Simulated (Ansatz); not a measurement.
Cubic perovskite CsCdF₃ was calculated with PBEsol-D3(BJ) (Ansatz, a program for electronic structure, PAW).

Settings: plane-wave cutoff 520 eV, 8×8×8 k mesh, Fermi–Dirac smearing 0.01 eV, scalar-relativistic PAW data made under PBE.

Response to compression and expansion:

```json
[
 {"V (Å³/atom)": "16.320", "P (GPa)": "4.81", "direct gap at Γ (eV)": "4.964", "smallest gap on the k mesh (eV)": "3.380"},
 {"V (Å³/atom)": "16.667", "P (GPa)": "3.01", "direct gap at Γ (eV)": "4.824", "smallest gap on the k mesh (eV)": "3.343"},
 {"V (Å³/atom)": "17.015", "P (GPa)": "1.41", "direct gap at Γ (eV)": "4.690", "smallest gap on the k mesh (eV)": "3.306"},
 {"V (Å³/atom)": "17.362", "P (GPa)": "-0.01", "direct gap at Γ (eV)": "4.559", "smallest gap on the k mesh (eV)": "3.270"},
 {"V (Å³/atom)": "17.709", "P (GPa)": "-1.26", "direct gap at Γ (eV)": "4.434", "smallest gap on the k mesh (eV)": "3.233"},
 {"V (Å³/atom)": "18.056", "P (GPa)": "-2.37", "direct gap at Γ (eV)": "4.313", "smallest gap on the k mesh (eV)": "3.197"},
 {"V (Å³/atom)": "18.403", "P (GPa)": "-3.36", "direct gap at Γ (eV)": "4.196", "smallest gap on the k mesh (eV)": "3.161"}
]
```

The fundamental gap (3.27 eV at the equilibrium volume, with added k points) lies elsewhere than Γ–Γ.

Note: the relaxation could not lower the start's symmetry, so the cell can be a saddle point above a distorted one.

Spin–orbit coupling is not included.
